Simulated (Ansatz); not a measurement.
**Cl on the 1x1 (111) surface of fcc Rh, one in a 2x2 cell, started at the site 'hollow Rh-Rh-Rh over Rh at depth 2.2 Å'**

The numbers are results of PBE (plane waves to 420 eV, PAW; Ansatz, a program for electronic structure), not measurements.

Slab: 17 atoms, 6.5 Å thick at the start under the adsorbate (thin: gaps and levels are the slab's own); k 6x6x1, smearing 0.1 eV, dipole-corrected; 8 atoms held, the rest relaxed; symmetry of the start imposed; no spin, no spin-orbit, no U, no dispersion correction. At the end it is bonded to 3 Rh. In PBE this state lies 0.09 eV over the lowest of the starts that converged ('hollow Rh-Rh-Rh over Rh at depth 4.4 Å').

```yaml
adsorption energy against ½ Cl2(g): -1.87 eV
work_function_of_the_top_face: 5.06 eV
change_of_the_work_function: -0.091 eV
change_of_the_step_from_the_bottom_to_the_top_vacuum_level_against_the_clean_slab: -0.083 eV
energy_released_by_relaxation: 0.043 eV
height of the binding atom over the mean of the host atoms within 0.3 Å of the top one: 189.9 pm
nearest_host_atoms_of_the_binding_atom: Rh at 2.45 Å, Rh at 2.45 Å, Rh at 2.45 Å
largest_move_of_a_host_atom: 0.04 Å
cost: very roughly 4 core-minutes
```

A negative adsorption energy means that the adsorbate is more stable on the surface than in its reference.
